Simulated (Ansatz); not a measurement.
# PBE against PBEsol: hypothetical simple cubic Pt

Take Pt in the simple cubic structure (space group Pm-3m, No. 221; a = 2.6241 Å; a hypothetical phase, not in the database extracts checked) as the base.

(Cell as relaxed with PBE.)

Levels (all Ansatz, a program for electronic structure, PAW): PBE (420 eV, spin-orbit coupling left out); PBEsol (420 eV, without spin-orbit coupling).

Each level relaxes its own structure.

```
quantity                  PBE    PBEsol
-------------------  --------  --------
volume per atom      18.07 Å³  17.32 Å³
lattice parameter a   2.624 Å   2.587 Å
band gap                 zero      zero
```

PBE's volume per atom lies 0.75 Å³ above PBEsol's (4.3 %); PBE's lattice parameter a lies 0.037 Å above PBEsol's (1.4 %); the two agree on the band gap. Neither level is exact; PBEsol is the comparison here, not a measurement.

Whether these cells are dynamically stable was not tested. All final runs are without spin polarisation.
